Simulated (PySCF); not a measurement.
PySCF 2.14.0, B3LYP/def2-svp, df: Ta(O)(OMe)(Me)2 (C[O][Ta]([CH3])([CH3])=[O]), 15 atoms. The geometry is a generated start, not checked to be a minimum at this level.

- task = energy
- method = b3lyp
- basis = def2-svp
- two-electron scheme = density fitting
- mol.max_memory = 3000 MB
- mf.max_cycle = 100
- mf.init_guess = minao (default)
- mf.DIIS = CDIIS (default)
- mf.conv_tol = 1e-09 (default)
- mf.grids.level = 3 (default)
- effective core potentials = those of the basis set, past Kr
- basis functions = 147
- grid points = 182800

```xyz
15

Ta     0.5068     0.5987     0.2331
O      1.5237     1.8615     0.7519
O      0.7477    -0.9096    -0.7405
C      1.1837    -1.9777    -1.4895
H      2.0184    -2.4830    -0.9860
H      0.3692    -2.6999    -1.6283
H      1.5229    -1.6397    -2.4773
C     -1.1833     1.7937    -0.7727
H     -0.9885     2.8647    -0.7977
H     -2.1257     1.6395    -0.2404
H     -1.3262     1.4585    -1.8012
C     -0.4346    -0.0404     2.2339
H      0.0910     0.3667     3.0963
H     -0.4316    -1.1278     2.3252
H     -1.4734     0.2947     2.2932
```

Charge 0 and multiplicity 1 are set for this test and not shown to be the ground state.

One run each on 2 threads, 1 BLAS thread. Values of diis_space tried: 3, 5, 8 (default), 12, 20.

How does the count of Fock builds change with diis_space, and where is it least?

Fewest Fock builds, within one of each other: 8 (default) with 15, 12 with 14, 20 with 14. The count rises to 26 at 3. All converge to one solution.

```csv
diis_space,Fock builds,end
3,26,same solution
5,17,same solution
8 (default),15,same solution
12,14,same solution
20,14,same solution
```
